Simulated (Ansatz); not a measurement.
Start from BaTiO3 in the cubic perovskite structure (space group Pm-3m, No. 221; a = 4.0195 Å).

The change: the cell is scaled by 1.0147 in all directions; the atoms relax in the strained cell.

Levels (all Ansatz, an electronic-structure program, PAW, earlier PAW set): PBE (420 eV, spin-orbit coupling left out); r2SCAN (500 eV, no spin-orbit coupling); HSE06 (420 eV, scalar-relativistic without spin-orbit coupling); PBE+SOC (420 eV, noncollinear with spin-orbit coupling).

One geometry, relaxed with PBE, under each level:

Notes on the quantities. electron mass: degenerate bands, along [100]; hole mass: degenerate bands, along [100].

```json
[
 {"level": "PBE", "band gap": "1.69 eV", "lowest conduction level above the VBM at special points": "Γ 1.69 eV; X 1.80 eV; M 3.26 eV; R 3.86 eV", "electron mass": "–", "hole mass": "–", "pressure": "-6.46 GPa"},
 {"level": "r2SCAN", "band gap": "?", "lowest conduction level above the VBM at special points": "?", "electron mass": "–", "hole mass": "–", "pressure": "?"},
 {"level": "HSE06", "band gap": "3.05 eV", "lowest conduction level above the VBM at special points": "Γ 3.05 eV; X 3.17 eV; M 4.79 eV", "electron mass": "–", "hole mass": "–", "pressure": "–"},
 {"level": "PBE+SOC", "band gap": "1.68 eV", "lowest conduction level above the VBM at special points": "Γ 1.68 eV; X 1.80 eV; M 3.25 eV; R 3.85 eV", "electron mass": "0.43, 1.2 mₑ (at Γ)", "hole mass": "0.84, 2.3 mₑ (at R)", "pressure": "-6.46 GPa"}
]
```

### Question
Give the withheld r2SCAN results.

### Answer

- r2SCAN, band gap: 2.02 eV
- r2SCAN, lowest conduction level above the VBM at special points: Γ 2.02 eV; X 2.12 eV; M 3.56 eV; R 4.18 eV
- r2SCAN, pressure: -9.83 GPa

Single points use the geometry relaxed with PBE. Their cutoffs differ, which shifts pressures a little. The hybrid gap comes from the SCF mesh plus the semilocal run's edge points and a few special points and is an upper bound. The spin-orbit shifts are approximate. Masses are band curvatures over ±0.01 Å⁻¹ around the edge. Stability against distortions was not tested. The runs without spin-orbit coupling are not spin-polarised. Many cubic perovskites are stable only at high temperature; tilts and polar distortions were not tested. This is not the structure that BaTiO3 has at room temperature and ambient pressure.
